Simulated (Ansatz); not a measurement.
composition Si15P, cell Si60P4, first heated far above this temperature, then brought to it [in the run: it was liquid; mean temperature 2135 K (target 2090 K)]; MD at a mean temperature of 2135 K and a mean pressure of 0.3 GPa, 8.6 ps sampled (in preparation the cell's shape was held), k-points: one point, (1/4, 1/4, 1/4), no spin polarisation or spin-orbit coupling.

Prepared at the same level. The solute's share, one atom in sixteen, is far above doping levels in devices. On the run's last frame a denser k-mesh moved the forces by 0.092 eV/Å rms, the static pressure by 0.05 GPa and the free energy by 5 meV/atom, which is about how far such values are converged. Warnings of the run: stress scf threshold loose, symmetry auto disabled.

Task: What is the computed first peak of g(Si-Si); P-Si-Si angle; Si-P-Si angle; volume per atom (PBE run with Ansatz, a program for electronic structure)?

Result: 
- first peak of g(Si-Si): 2.43 Å, height 2.1
- P-Si-Si angle: mean 99°, spread 33°, most frequent near 94°
- Si-P-Si angle: mean 101°, spread 31°, most frequent near 92°
- volume per atom: 19.4 Å³
